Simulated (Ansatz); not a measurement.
Stishovite (SiO2) was calculated with G0W0@PBE (Ansatz, a quantum-chemistry and plane-wave program, hard PAW, contour deformation).

The cell has the measured lattice parameters. Conventional cell: a = 4.1790 Å, b = 4.1790 Å, c = 2.6649 Å, α = 90.00°, β = 90.00°, γ = 90.00°.

The quasiparticle gap at Γ at a fixed k mesh 2×2×2:

| response cutoff | value (eV) |
|---|---|
| 250 eV, 767 empty bands | 8.504 |
| 300 eV, 1009 empty bands | 8.534 |
| 400 eV, 1553 empty bands | 8.559 |
| 500 eV, 2171 empty bands | 8.570 |

### Question
Taking the value to converge with the response cutoff E as E^(−3/2), extrapolate from the last two rows.

### Answer
With y = y∞ + c/w and weights w = 8000 and 11180 for the last two rows, y∞ = (w2 y2 − w1 y1)/(w2 − w1) = (11180 × 8.570 − 8000 × 8.559)/3180 = 8.598 eV, which lies 0.028 beyond the last row. Successive pairs of rows give 8.629, 8.605, 8.598. The limit also hangs on the law assumed, so its last digits aren't firm.

The other settings are not extrapolated, so this is the limit in one setting alone.
